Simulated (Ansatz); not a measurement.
Base system: CrO2 in the rutile structure (space group P4_2/mnm, No. 136; a = 4.392 Å, c = 2.888 Å; ferromagnetic). Axes: x, y, z lie along a, b, c of the conventional cell.

Structures relaxed with PBEsol (Ansatz, a first-principles code; PAW; 420 eV plane waves; no spin-orbit coupling).

Base:

Simulated powder pattern, Co Kα, λ = 1.79026 Å (kinematic, ideal powder, no thermal factors, no anomalous dispersion; the 14 strongest lines at most, above 2 %, up to 2θ = 90°):

| 2θ (°) | I/Imax (%) | hkl |
|---|---|---|
| 33.50 | 100 | (110) |
| 43.55 | 53 | (101) |
| 48.11 | 8.6 | (200) |
| 50.08 | 15 | (111) |
| 54.22 | 4.8 | (210) |
| 66.89 | 55 | (211) |
| 70.40 | 16 | (220) |
| 76.63 | 7.9 | (002) |
| 80.25 | 8.9 | (310) |
| 86.27 | 11 | (112) |
| 86.55 | 20 | (301) |

After one change:

Simulated powder pattern, Co Kα, λ = 1.79026 Å (kinematic, ideal powder, no thermal factors, no anomalous dispersion; the 14 strongest lines at most, above 2 %, up to 2θ = 90°):

| 2θ (°) | I/Imax (%) |
|---|---|
| 32.29 | 100 |
| 43.86 | 46 |
| 46.31 | 8.7 |
| 49.93 | 13 |
| 52.16 | 5.1 |
| 65.68 | 52 |
| 67.57 | 16 |
| 76.88 | 8.9 |
| 78.85 | 6.5 |
| 84.11 | 20 |
| 87.78 | 9.7 |

Question: Which change produced these results?
A. biaxial strain −1.43 %, plane normal [001], relaxed out of plane
B. uniaxial strain ε_xx = +1.03 %
C. biaxial strain +3.66 %, plane normal [001], relaxed out of plane
D. biaxial strain −1.52 %, plane normal [001], relaxed out of plane

Answer: C, biaxial strain +3.66 %, plane normal [001], relaxed out of plane. Its volume per atom is 9.74 Å³ against 9.28 Å³, and its space group is P4_2/mnm (No. 136).

No phonon test of stability was made. No Hubbard U is applied and the magnetic state is the run's own (CrO2 ferromagnetic); other magnetic orders, which need larger cells, were not tried and can change the gap. The base started in Pnnm and relaxed to P4_2/mnm at this level.
